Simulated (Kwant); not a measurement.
Device: wire with a side stub in a CdTe two-dimensional gas. Effective mass 0.096 mₑ, grid spacing 6.2 nm, hard walls, nominal width 150 nm (25 grid rows, so walls 161.2 nm apart), one parabolic valley, scattering region 450 nm long along x; energies count from the band bottom; Fermi energy swept from 0.00013927 to 0.0016538 eV. Closed stub on one side, 200 nm wide and 170 nm deep.

Constants are typed, rounded textbook-type inputs, not results; the design itself was drawn at random and stands for no fabricated device.

Model: effective-mass tight-binding model on a square grid, one spin, coherent transport at 0 K (Kwant). Conductance is in e²/h.

**Question.** How many channels do the leads carry at E = 1.23 meV?

**Answer.** The hard-wall thresholds are n² ħ²π²/(2mW²) = n² × 0.151 meV with W = 161.2 nm. √(1.23/0.151) = 2.86, so 2.
